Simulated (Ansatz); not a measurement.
**A computed series for C: response to strain**

Base system: C in the diamond structure (space group Fd-3m, No. 227; a = 3.532 Å). Axes: x, y, z lie along the cube axes.

Strains are applied to the cell and any free atomic positions relax; under biaxial strain the out-of-plane vector relaxes too.

Calculations: Kohn–Sham DFT with the LDA functional, run in Ansatz (a quantum-chemistry and plane-wave program) with PAW and 420 eV plane waves, no SOC.

Notes on the quantities. energy relative to the base: free energy F.

| biaxial strain, plane normal [111], relaxed out of plane (%) | energy relative to the base (meV/atom) |
|---|---|
| 0 | 0.0 |
| 0.42 | 0.8 |
| 0.83 | 3.1 |
| 1.25 | 6.9 |
| 1.67 | 12.2 |
| 2.08 | ? |
| 2.5 | 26.8 |

Task: Fit ΔE = Aε² + Bε³ (ε in %) to the rows shown and predict the withheld row.

Result: Least squares on the printed values gives A = 4.55 and B = -0.11 meV/atom (largest residual 0.0 meV/atom); this predicts 18.7 meV/atom, and the run gives 18.7 meV/atom, in agreement.

Stability against distortions was not tested.
